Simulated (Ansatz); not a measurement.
**Lattice parameter a of PtS₂ (model structure, from the 3R-MoS2 type, R3m, No. 160) at several levels of theory**

No measured value is used here.

```
level (code)         value (Å)
-------------------  ---------
PBE (Ansatz)             3.525
PBEsol (Ansatz)          3.459
PBE-D3(BJ) (Ansatz)      3.459
```

Density-functional levels without +SOC have no spin–orbit coupling. Ansatz's density-functional and Hartree–Fock values are scalar-relativistic unless marked +SOC, with PAW data made under PBE.

A model structure was made by putting elements into a prototype or built by hand; it is no filed structure, need not be a known phase, and can be a saddle point held by its symmetry.

Ansatz is a first-principles code.
